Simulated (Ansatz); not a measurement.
# InAs, response to strain

Base system: InAs in the zinc blende structure (space group F-43m, No. 216; a = 6.1096 Å). Axes: x, y, z lie along the cube axes.

Strains are applied to the cell and any free atomic positions relax; under biaxial strain the out-of-plane vector relaxes too.

Calculations: Ansatz (a first-principles code), r2SCAN, PAW, cutoff 500 eV, without spin-orbit coupling.

Notes on the quantities. pressure: mean of the normal stresses, compression positive.

| case | pressure | band gap |
|---|---|---|
| base | 0.00 GPa | 0.08 eV |
| biaxial strain −3.00 %, plane normal [001], relaxed out of plane | 1.73 GPa | 0.11 eV |
| biaxial strain −2.50 %, plane normal [001], relaxed out of plane | 1.42 GPa | 0.11 eV |
| biaxial strain −2.00 %, plane normal [001], relaxed out of plane | 1.11 GPa | 0.10 eV |
| biaxial strain −1.50 %, plane normal [001], relaxed out of plane | 0.82 GPa | 0.10 eV |
| biaxial strain −1.00 %, plane normal [001], relaxed out of plane | 0.54 GPa | 0.09 eV |
| biaxial strain −0.50 %, plane normal [001], relaxed out of plane | 0.26 GPa | 0.09 eV |

Stability against distortions was not tested. The zero or small gap of InAs can change with the level of theory.
